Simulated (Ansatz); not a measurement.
An Ansatz (a first-principles code) run: InAs with a change (uniaxial stress, 0.5 GPa tension along z); r2SCAN in Ansatz (plane waves to 500 eV, PAW, scalar-relativistic without spin-orbit coupling).

Input:

Ansatz 0.2 input:
```yaml
crystal:
  lattice:
    - [0, 3.0545542019, 3.0545542019]
    - [3.0545542019, 0, 3.0545542019]
    - [3.0545542019, 3.0545542019, 0]
  atoms:
    - { symbol: As, position: [0.75, 0.75, 0.75] }
    - { symbol: In, position: [0, 0, 0] }
basis: { ecutwfc: 500, ecutrho_ratio: 4, xc_grid: 4, fft_grid_basis: typed }
kpoints: { mp_grid: { grid: [9, 9, 9] } }
hamiltonian:
  xc: r2scan
  dispersion: none
  pseudopotentials: { kind: paw }
scf: { occupations: { method: fermi_dirac, width: 0.05 } }
relax: { f_tol: 0.005, max_steps: 50, cell: { stress_tol: 0.01, sigma_target: [0, 0, -0.5, 0, 0, 0] } }
output: { forces: true, stress: true }
checkpoint: { write: state.ck, write_every: 1000 }
```

Output (explanatory and most iteration lines left out):

```
Relaxation: its limit of steps is 50 (relax.max_steps)
Pseudopotential: As, paw, valence charge 15
Pseudopotential: In, paw, valence charge 13
Crystal: 2 atoms, lattice volume = 57.000 Å³
Basis set: ecut = 500 eV, 1459 PW (Γ), exchange–correlation on 128×128×128 points (64 copies of the dense FFT grid, shifted against one another)
Bands: 18, of which v1, the nominal top of the filled ones, is band 14 counted from 1 (13 counted from 0)
Symmetry: 8 space group operations
k-points: 75 of 729 (time reversal used)
Functional: x = r2scan, c = r2scan; τ floored in thin density (d = 2e-4 eV/Å³)
SCF iter   1: F=—  HF=-10477.171766 eV  |F-HF|=—  |Δ(HF+E_count)|=         —  Δρ=5.92e-3  dr2=1.14e-2  dr2_τ=7.52e-3  ethr=1.77e-3  ⟨swp⟩=6.0  Hψ=6773  notcnv=0
SCF iter   2: F=—  HF=-10477.177857 eV  |F-HF|=—  |Δ(HF+E_count)|=   6.09e-3  Δρ=1.69e-3  dr2=1.28e-3  dr2_τ=6.77e-5  ethr=4.06e-5  ⟨swp⟩=2.0  Hψ=3300  notcnv=0
SCF 1 converged in 6 iterations: F = -10477.178219 eV  dr2 = 1.85e-8
relax step   1: F+E_penalty+E_count = -10477.17821935 eV  Δ(F+E_penalty+E_count) = +0.000e0 eV  max|allowed force component| = 8.760e-17 eV/Å  Δτ_max = 0.0000 Å  P = +0.009 GPa  Ω = 57.000 Å³  (6 SCF iters, dr2 threshold 1.00e-7 eV, accepted)
[... steps on the carried basis left out ...]
relax step   4: F+E_penalty+E_count = -10477.17735389 eV  Δ(F+E_penalty+E_count) = -1.874e-5 eV  max|allowed force component| = 4.337e-17 eV/Å  Δτ_max = 0.0000 Å  P = -0.160 GPa  Ω = 57.168 Å³  stress off target by 8.37e-3 GPa  SCF on the basis re-selected at this cell (its energy is not comparable with the rows above)  (5 SCF iters)
SCF converged after 5 iterations
Free energy (F): -10477.177354 eV
Internal energy: -10477.176943 eV  (E = F + TS)
E sigma→0 (E₀):  -10477.177149 eV
Entropy (-TS):   -0.000411 eV (-0.205 meV/atom)
Fermi energy:    7.264075 eV
--- Forces (eV/Å), atoms counted from 1 ---
  atom   1  As     0.00000000     0.00000000     0.00000000
  atom   2  In    -0.00000000    -0.00000000    -0.00000000
--- Stress (GPa, compression-positive) ---
        0.008365       0.000000      -0.000000
        0.000000       0.008365      -0.000000
       -0.000000      -0.000000      -0.497150
  P = ⅓ Tr σ = -0.1601 GPa (-1.601 kbar)
--- Relaxed structure (3 steps of the walk, 3 accepted, 1 SCFs on fresh bases) ---
  cell:  # Å, volume = 57.1678 Å³
    - [2.4457785757898835e-33, 3.0441141468963213, 3.0846080519041625]
    - [3.0441141468963213, 7.490196888356518e-33, 3.0846080519041625]
    - [3.0441141468963213, 3.0441141468963213, 5.1972794735535025e-33]
  atoms:
    - { symbol: As, position: [0.7500000000000001, 0.7500000000000001, 0.7500000000000001] }
    - { symbol: In, position: [4.80764617528088e-34, -5.438157149088208e-34, -4.650018431829048e-34] }
```

Load acts through the strain it causes; cell and atoms are relaxed under it. sigma_target is in GPa, compression positive, in the order xx, yy, zz, yz, xz, xy. Stability under load was not tested beyond the relaxation. All final runs are without spin polarisation. The cell was made from InAs in the zinc blende structure (space group F-43m, No. 216) by this change: uniaxial stress, 0.5 GPa tension along z.
